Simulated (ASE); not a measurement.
Pair distribution function (In-P) of InP (zinc blende), cell In32P32, begun in the crystal structure, above the temperature where the real material decomposes or loses its volatile element at ambient pressure [in the run: it stayed crystalline; mean temperature 954 K (target 1000 K); density 4.55 g/cm³, volume +5 % from the start crystal's], from MD at 954 K. Level of theory: ASE with the machine-learned potential CHGNet 0.3.0. Volume per atom 26.60 Å³, mean pressure 0.0 GPa. 

(r (Å), g(r)): (1.62, 0.00); (1.66, 0.00); (1.70, 0.00); (1.74, 0.00); (1.78, 0.00); (1.82, 0.00); (1.86, 0.00); (1.90, 0.00); (1.94, 0.00); (1.98, 0.00); (2.02, 0.00); (2.06, 0.00); (2.10, 0.00); (2.14, 0.00); (2.18, 0.01); (2.22, 0.08); (2.26, 0.19); (2.30, 0.45); (2.34, 1.23); (2.38, 2.25); (2.42, 3.73); (2.46, 4.92); (2.50, 6.09); (2.54, 6.59); (2.58, 6.79); (2.62, 6.04); (2.66, 5.59); (2.70, 4.54); (2.74, 3.65); (2.78, 2.67); (2.82, 1.96); (2.86, 1.33); (2.90, 0.90); (2.94, 0.58); (2.98, 0.41); (3.02, 0.41); (3.06, 0.34); (3.10, 0.21); (3.14, 0.17); (3.18, 0.13); (3.22, 0.09); (3.26, 0.07); (3.30, 0.06); (3.34, 0.05); (3.38, 0.06); (3.42, 0.04); (3.46, 0.04); (3.50, 0.03); (3.54, 0.04); (3.58, 0.03); (3.62, 0.05); (3.66, 0.03); (3.70, 0.04); (3.74, 0.05); (3.78, 0.05); (3.82, 0.04); (3.86, 0.06); (3.90, 0.07); (3.94, 0.09); (3.98, 0.10); (4.02, 0.14); (4.06, 0.18); (4.10, 0.17); (4.14, 0.23); (4.18, 0.28); (4.22, 0.37); (4.26, 0.45); (4.30, 0.53); (4.34, 0.63); (4.38, 0.73); (4.42, 0.86); (4.46, 1.00); (4.50, 1.14); (4.54, 1.27); (4.58, 1.42); (4.62, 1.56); (4.66, 1.68); (4.70, 1.83); (4.74, 1.90); (4.78, 2.08); (4.82, 2.17); (4.86, 2.20); (4.90, 2.23); (4.94, 2.15); (4.98, 2.18); (5.02, 2.15); (5.06, 2.19); (5.10, 2.09); (5.14, 1.95); (5.18, 1.77)

**Question.** Read off where the first shell ends and the number of neighbours in it.

**Answer.** first minimum near 3.5 Å (g down to about 0.03); 4.0 P round each In and 4.0 In round each P in the shell, from n = 4πρ∫r²g(r)dr.
